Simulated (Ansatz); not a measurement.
# MoSi2: energy against strain

MoSi2 (MoSi2 type, I4/mmm, 13.267 Å³/atom at rest, c along z) under an equal strain ε in the (001) plane with the normal axis free, as in a coherent film. PBEsol in Ansatz, a plane-wave DFT program (PAW, default set), 420 eV, 25×25×25 Γ-centred mesh, Fermi-Dirac smearing 0.10 eV; ions are relaxed within the symmetry of each cell.

Here s stands for strain and y for E less E0.

```csv
strain (%),E less E0 (meV/atom)
-3.00,?
-1.50,9.73
-1.00,4.29
-0.50,1.07
0.00,0.00
0.50,1.01
1.00,4.02
1.50,8.98
```

Fit y of the 7 rows that show it with a parabola. Least squares gives y = 0.000 - 0.2036·s + 4.1576·s². Residuals (row less fit): 0.070, -0.071, -0.071, 0.000, 0.072, 0.066, -0.069; standard error 0.086 (degrees of freedom: 4). Twice the quadratic coefficient over the volume, 2 × 4.1576 meV × 10⁴ × 0.1602 / 13.267 Å³, is twice the biaxial elastic modulus of this plane = 1004 ± 9 GPa.

Q: Predict the withheld y at s = -3.00 from the fit, and compare with the calculation.

A: y = 0.000 - 0.2036 × (-3.0) + 4.1576 × (-3.0)² = 38.029 meV/atom. The calculation gives 39.96 meV/atom, 1.931 meV/atom above the prediction (4.8 % of the range of y in the table). The row lies outside the fitted rows, so this is an extrapolation. From the scatter of the fitted rows alone, a prediction at this place has a standard error of 0.328 meV/atom, so the miss is 5.9 times that.

One order more, fitted to all 13 runs of the series, follows each within 0.01, so the miss is the next term of a smooth law. In a metal these values are sensitive to mesh and smearing; energies are taken to zero smearing, stresses follow the free energy. Rows are the converged runs of the series near zero and its far end; series whose fitted rows scatter by over a few per cent of the range, as at a crossing or softening among them, aren't shown in this form. Most that stay on the fit to the last digits aren't either.
